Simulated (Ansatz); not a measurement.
Results of HSE06 (plane waves, PAW; Ansatz, a first-principles code) for Bi2O2Te (model structure, started from the La2SO2 type, P-3m1, No. 164, 5 atoms in the cell).

Run with plane-wave cutoff 460 eV, 6×6×4 k mesh (along the axes of the cell as run), Fermi–Dirac smearing 0.01 eV, scalar-relativistic PAW data made under PBE.

Cell (relaxed with PBEsol):

```
CELL_PARAMETERS angstrom
      4.03491     0.00000     0.00000
     -2.01745     3.49433     0.00000
      0.00000     0.00000     7.33329
ATOMIC_POSITIONS crystal
  Bi 0.66667 0.33333 0.79837
  Bi 0.33333 0.66667 0.20163
  Te 0.00000 0.00000 0.50000
  O  0.66667 0.33333 0.11441
  O  0.33333 0.66667 0.88559
```

**Question.** Estimate the band gap, smallest direct gap on the k points sampled and Γ–Γ gap that the calculation returns.

**Answer.** 
- band gap: 1.19 eV
- smallest direct gap on the k points sampled: 1.87 eV
- Γ–Γ gap: 3.35 eV

Note: the relaxation could raise the start's symmetry but not lower it, so the cell can be a saddle point; cell and atoms aren't relaxed at this level (pressure 0.4 GPa).

Spin–orbit coupling is not included; with these elements it can move the gap by several tenths of an eV or more.

Computed values are for the static lattice.

Cost on a shared machine: very roughly 2.7 core-minutes.

A model structure was made by putting elements into a prototype or built by hand; it is no filed structure, need not be a known phase, and can be a saddle point held by its symmetry.
